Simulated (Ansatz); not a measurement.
**What pressure 5 GPa does to BiTe**

The reference is BiTe (space group P-3m1, No. 164; a = 4.4225 Å, c = 23.9294 Å).

It is then changed as follows: a hydrostatic pressure of 5 GPa.

Method: Ansatz (an electronic-structure program), PBE-D3(BJ), PAW, cutoff 420 eV, no spin-orbit coupling. Γ-centred 7×7×2 mesh, Fermi–Dirac width 0.05 eV.

- Volume per atom = 30.75 Å³ (base 33.78 Å³)
- Density = 9.09 g/cm³ (base 8.27 g/cm³)
- c/a ratio = 5.400 (base 5.411)
- Shortest interatomic distance = 3.008 Å (base 3.058 Å)
- Enthalpy H = E + PV relative to the base's energy = +1.00 eV/atom
- Band gap = 0.16 eV (uncertain: the edges found look like a band crossing or inverted bands; both cells) (base 0.07 eV)

Final structure:

```
CELL_PARAMETERS angstrom
      4.28898     0.00000     0.00000
     -2.14449     3.71436     0.00000
      0.00000     0.00000    23.16217
ATOMIC_POSITIONS crystal
  Bi 0.33333 0.66667 0.29244
  Bi 0.66667 0.33333 0.70756
  Bi 0.00000 0.00000 0.87670
  Bi 0.00000 0.00000 0.12330
  Bi 0.66667 0.33333 0.46314
  Bi 0.33333 0.66667 0.53686
  Te 0.33333 0.66667 0.04884
  Te 0.66667 0.33333 0.95116
  Te 0.00000 0.00000 0.63239
  Te 0.00000 0.00000 0.36761
  Te 0.66667 0.33333 0.20832
  Te 0.33333 0.66667 0.79168
```

Cost of the whole job for the changed cell (relaxation, final SCF and bands): around 9 core-minutes (rough).

Spin-orbit coupling, missing from the scalar runs, can matter with Bi and Te. Load acts through the strain it causes; cell and atoms are relaxed under it. Stability against distortions was not tested. Competing high-pressure phases were not computed. The zero or small gap of BiTe can change with the level of theory.
